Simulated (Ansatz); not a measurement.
hcp Gd was calculated with LDA (PAW; Ansatz, an electronic-structure program).

Numerical settings: plane-wave cutoff 520 eV, 18×18×10 k mesh (along the axes of the cell as run), Fermi–Dirac smearing 0.05 eV, spin-polarised with parallel moments, scalar-relativistic PAW data made under PBE.

Cell (measured lattice):

```yaml
crystal:
  lattice:
    - [1.81685, -3.14688, 0.00000]
    - [1.81685, 3.14688, 0.00000]
    - [0.00000, 0.00000, 5.78210]
  atoms:
    - { symbol: Gd, position: [0.33333, 0.66667, 0.25000], spin: 7.0 }
    - { symbol: Gd, position: [0.66667, 0.33333, 0.75000], spin: 7.0 }
```

Question: Estimate the magnetic moment per atom (the cell's total over its atoms) that the calculation returns.

Answer: 
- magnetic moment per atom (the cell's total over its atoms): 7.53 μB

The run finds no gap.

Note: the 4f shell is treated without U or exact exchange, so its levels and filling can be wrong; the collinear magnetic order is the start's and need not be the measured one; cell and atoms aren't relaxed at this level (pressure -3.7 GPa).

Spins in the cell block are starting values.

Moments are spin moments.

Spin–orbit coupling is not included.

The computed numbers hold no vibrational or temperature effects.
